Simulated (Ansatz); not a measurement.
Consider the following.

```
BN
1.0
    2.59924     0.00000     0.00000
   -1.29962     2.25101     0.00000
    0.00000     0.00000     6.78506
B N
2 2
Direct
  0.33333   0.66667   0.25000
  0.66667   0.33333   0.75000
  0.33333   0.66667   0.75000
  0.66667   0.33333   0.25000
```

No spin polarisation.

Calculations: plane-wave PAW DFT at the r2SCAN+rVV10 level (Ansatz, a program for electronic structure, 500 eV), no spin-orbit coupling, earlier PAW set. Settings: 15×15×5 k-points, 0.05 eV Fermi–Dirac smearing.

Predict the width of the top valence band, band gap and space group.


```json
{
 "width_of_the_top_valence_band": "3.22 eV",
 "band_gap": "4.58 eV",
 "space_group": "P6_3/mmc (No. 194)"
}
```

The cells carry an imposed strain or load. Stability against distortions was not tested. The cell was made from BN in the h-BN type structure (space group P6_3/mmc, No. 194; layered, stacked along the Cartesian z axis) by this change: isotropic strain +3.98 %.
